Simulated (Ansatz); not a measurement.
Input:

End structure of the (115) surface of diamond, 2 pairs of surface atoms bonded, H on both atoms of one pair (paired C at depth 0.7 Å) alone (bottom of the slab: built like the top, H on every dangling bond, free):

```
CELL_PARAMETERS angstrom
      5.05093     0.00000     0.00000
      1.26273     6.56136     0.00000
      0.00000     0.00000    27.00000
ATOMIC_POSITIONS crystal
  C  0.91042 0.00017 0.34012
  C  0.58707 0.00280 0.34024
  C  0.45542 0.22042 0.35694
  C  0.93601 0.21584 0.35653
  C  0.00229 0.63310 0.36573
  C  0.67862 0.63491 0.36605
  C  0.55410 0.85248 0.38210
  C  0.01893 0.85079 0.38204
  C  0.18541 0.25272 0.38656
  C  0.68517 0.26735 0.38936
  C  0.63769 0.48487 0.40786
  C  0.12120 0.47887 0.40657
  C  0.27804 0.88574 0.41120
  C  0.77660 0.89330 0.41717
  C  0.72151 0.11509 0.43413
  C  0.22249 0.10890 0.43191
  C  0.36881 0.52127 0.43767
  C  0.87214 0.51548 0.44117
  C  0.81553 0.74093 0.45980
  C  0.31383 0.74069 0.45741
  C  0.46188 0.14878 0.46488
  C  0.96385 0.14850 0.46493
  C  0.90741 0.37037 0.48409
  C  0.40741 0.37037 0.48409
  C  0.55556 0.77778 0.49046
  C  0.05556 0.77778 0.49046
  C  0.00000 0.00000 0.50955
  C  0.50000 0.00000 0.50955
  C  0.64815 0.40741 0.51591
  C  0.14815 0.40741 0.51591
  C  0.09259 0.62963 0.53500
  C  0.59259 0.62963 0.53500
  C  0.74074 0.03704 0.54137
  C  0.24074 0.03704 0.54137
  C  0.18418 0.25926 0.56042
  C  0.68600 0.25910 0.56046
  C  0.83457 0.66698 0.56806
  C  0.33223 0.66689 0.56571
  C  0.27595 0.89130 0.58445
  C  0.78002 0.88540 0.58788
  C  0.92503 0.30064 0.59284
  C  0.42593 0.29435 0.59066
  C  0.37118 0.51383 0.60865
  C  0.86956 0.52327 0.61461
  C  0.02728 0.92853 0.61904
  C  0.51200 0.91650 0.61793
  C  0.46695 0.12411 0.63866
  C  0.96256 0.15448 0.63849
  C  0.12305 0.56059 0.64471
  C  0.59785 0.55734 0.64471
  C  0.46991 0.77211 0.66041
  C  0.14421 0.77720 0.66069
  C  0.20895 0.20514 0.66388
  C  0.68910 0.20083 0.66381
  C  0.55390 0.38911 0.67930
  C  0.25233 0.39194 0.67949
  H  0.00442 0.95466 0.30413
  H  0.51356 0.95824 0.30434
  H  0.42859 0.32328 0.32461
  H  0.91168 0.31659 0.32392
  H  0.09191 0.59651 0.32895
  H  0.60444 0.59581 0.32972
  H  0.54254 0.81822 0.69612
  H  0.05464 0.81880 0.69710
```

Model: 64-atom slab, 10.9 Å thick at the start with caps and adatoms (thin: gaps and levels are the slab's own), 5x4x1 mesh, Fermi-Dirac 0.025 eV, dipole correction, 12 atoms held, the rest relaxed; no symmetry held; no spin, no spin-orbit, no U. In PBE it is, or lies within 0.01 eV a 1x1 cell of, the lowest of the 2 structures of its composition computed so far; larger cells were not tried.

Task: Give the highest filled level below the top vacuum level at the level PBE in Ansatz (an electronic-structure program).

Result: 5.27 eV

Task: Estimate the gap of the slab on its k-mesh that PBE returns for this input.

Result: 2.04 eV
